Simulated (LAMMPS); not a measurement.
MD of Cu (fcc) at zero pressure over temperature, 4000 atoms; each row names its start.

Computed with classical MD, pair style eam/alloy, file CuNi.eam.alloy; code LAMMPS.

```
T (K), start                                 state                    volume                  enthalpy   first peak of g(r)       coordination number                        D(Cu)
-------------  -----------------------------------  ------------------------  ------------------------  -------------------  ------------------------  ---------------------------
100, crystal   crystal; no diffusion seen in 30 ps  11.8644 ± 0.0001 Å³/atom  -3.5141 ± 0.0001 eV/atom  2.55 Å, height 12.4  12.0 (counted to 3.10 Å)                            -
300, crystal   crystal; no diffusion seen in 30 ps  11.9823 ± 0.0002 Å³/atom  -3.4616 ± 0.0001 eV/atom   2.56 Å, height 7.4  12.0 (counted to 3.10 Å)                            -
810, crystal   crystal; no diffusion seen in 30 ps  12.3498 ± 0.0006 Å³/atom  -3.3204 ± 0.0002 eV/atom   2.55 Å, height 4.4  12.0 (counted to 3.18 Å)                            -
1020, crystal  crystal; no diffusion seen in 30 ps  12.5300 ± 0.0006 Å³/atom  -3.2588 ± 0.0001 eV/atom   2.55 Å, height 3.9  12.1 (counted to 3.22 Å)                            -
1220, crystal  crystal; no diffusion seen in 30 ps  12.7229 ± 0.0006 Å³/atom  -3.1963 ± 0.0002 eV/atom   2.55 Å, height 3.4  12.3 (counted to 3.26 Å)                            -
950, melt                                   liquid    12.997 ± 0.001 Å³/atom  -3.1778 ± 0.0003 eV/atom   2.51 Å, height 3.2  13.2 (counted to 3.46 Å)    (8.9 ± 0.2) × 10^-6 cm²/s
1220, melt                                  liquid    13.291 ± 0.001 Å³/atom  -3.0860 ± 0.0004 eV/atom   2.49 Å, height 2.9  13.4 (counted to 3.54 Å)  (2.34 ± 0.03) × 10^-5 cm²/s
1360, melt                                  liquid    13.446 ± 0.002 Å³/atom  -3.0386 ± 0.0006 eV/atom   2.49 Å, height 2.7  13.1 (counted to 3.50 Å)  (3.34 ± 0.02) × 10^-5 cm²/s
1490, melt                                  liquid    13.588 ± 0.001 Å³/atom  -2.9960 ± 0.0004 eV/atom   2.49 Å, height 2.6  13.2 (counted to 3.54 Å)  (4.44 ± 0.09) × 10^-5 cm²/s
1700, melt                                  liquid  13.8044 ± 0.0007 Å³/atom  -2.9295 ± 0.0002 eV/atom   2.48 Å, height 2.5  13.1 (counted to 3.54 Å)    (5.6 ± 0.1) × 10^-5 cm²/s
1900, melt                                  liquid  14.0085 ± 0.0008 Å³/atom  -2.8676 ± 0.0003 eV/atom   2.47 Å, height 2.4  12.9 (counted to 3.54 Å)  (7.42 ± 0.05) × 10^-5 cm²/s
```

Measured linear expansion coefficient: 16.50 1e-6/K at 293 K (Kaye and Laby Online (NPL), 2.3.5 Thermal expansion).

Measured melting point: 1358 K (Wikipedia, Melting points of the elements (data page)).

Caution (rows 950, melt; 1220, melt): this liquid lies under the melting point of about 1290 K that EAM-type CuNi.eam.alloy gives, so it is undercooled.

From the crystal rows between 100 and 300 K, estimate the mean linear expansion coefficient and the heat capacity. The slope of ln V over three gives 16 × 10^-6 /K, and dH/dT = 3.0 kB/atom. Nuclei are classical here, so the heat capacity stays near 3 kB/atom, where a real crystal's falls off below its Debye temperature.

Fit an Arrhenius law to the diffusion of Cu in the liquid. ln D against 1/T from 950 to 1900 K gives an activation energy of 0.35 eV and D0 = 0.00062 cm²/s.

States go by the mean squared displacement: a species diffuses where it passes 1.5 Å², still rises and gives D over 1e-6 cm²/s; a crystal has left its structure where atoms lie 0.35 Å off their sites on average or a cubic box changes its shape by 3 %, or the axial ratios of another lie 8 % off the starting cell's, which the potential's own relaxation can also do.

Errors of D are the spread over four groups of atoms in one short run; a floor of about 5 %, a picked value, is safer.

The ± values are statistical; the model's systematic error is not in them.
